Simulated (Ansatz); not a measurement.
**Amorphous Si30N40W**

It comes from a melt-quench run on a machine-learned potential (CHGNet), relaxed afterwards by DFT. N atoms were pushed apart under 1.9 Å during the dynamics, to hinder bonds among them. The hot cell started wider than the set density and was brought back towards it in steps. It is the lowest in DFT energy of 2 quenches. It is a model cell: composition and starting density were chosen by hand, and all elements were melted together. No dispersion term was used. Cycles of charging and discharging annealed it further.

Methods: PBE, scalar-relativistic without spin-orbit coupling (Ansatz, a first-principles code); r2SCAN, scalar-relativistic without spin-orbit coupling (Ansatz); HSE06, scalar-relativistic without spin-orbit coupling (Ansatz). Geometry, pressure, stress and energy are those of the PBE run. Its sampling: a 2×2×2 Γ-centred mesh; Fermi-Dirac width 0.02 eV; no spin polarisation. Other functionals are single points at the zone centre (r2SCAN at 500 eV; exact exchange cut at the cell's faces), free to take moments where seeds were set. The usual formal charges leave 6 electrons over, so the level spacing at the Fermi energy parts defect or band states and needn't be the band gap. At PBE the levels at the empty edge of the gap are localised (band-tail or defect states).

* **Number of atoms in the cell**: 71
* **Density (volume relaxed, without dispersion)**: 3.14 g/cm³
* **Volume per atom**: 11.80 Å³
* **Pressure on a 2×2×2 Γ-centred mesh**: 0.43 GPa
* **Largest force and stress component on that mesh (the relaxation ran on the zone centre alone)**: 0.09 eV/Å and 0.8 GPa
* **Energy relative to beta Si3N4 + bcc W (lowest mix at this level among the phases computed, not always the ambient ones)**: 0.396 eV/atom
* **Level spacing at the Fermi energy on a 2×2×2 Γ-centred mesh (PBE)**: 1.52 eV
* **Level spacing at the Fermi energy at the zone centre (PBE)**: 1.71 eV
* **Level spacing at the Fermi energy at the zone centre (r2SCAN)**: 2.00 eV
* **Level spacing at the Fermi energy at the zone centre (HSE06)**: 2.85 eV

Bonds are counted up to Si-Si 2.60 Å, Si-N 2.26 Å, Si-W 2.74 Å, N-N 1.70 Å, N-W 2.56 Å, W-W 3.04 Å. Two cations that share two anions don't count as bonded, nor two that share one unless they lie closer than Si-Si 2.38 Å, Si-W 2.66 Å, W-W 2.95 Å.

* **Mean coordination of Si by anions**: 3.93 (3 with 3, 26 with 4, 1 with 5); 4 close contacts or bonds to cations besides
* **Mean coordination of N**: 3.08 (37 with 3, 3 with 4)
* **Mean coordination of W by anions**: 5.00 (1 with 5); 2 close contacts or bonds to cations besides
* **Mean Si-N bond**: 1.771 Å (spread 0.081 Å, 118 counted)
* **Mean N-W bond**: 2.199 Å (spread 0.174 Å, 5 counted)

Its density started from a set value of 3.27 g/cm³. The quench (nominally 450 K/ps over its main leg) was far faster than any real one, so the model tends to hold more defects than a real film. Values belong to this one cell and scatter from quench to quench. Volume and shape were free in the relaxation. Stress components on the final sampling reach 0.8 GPa. Cycles of charging lowered its energy after that relaxation.
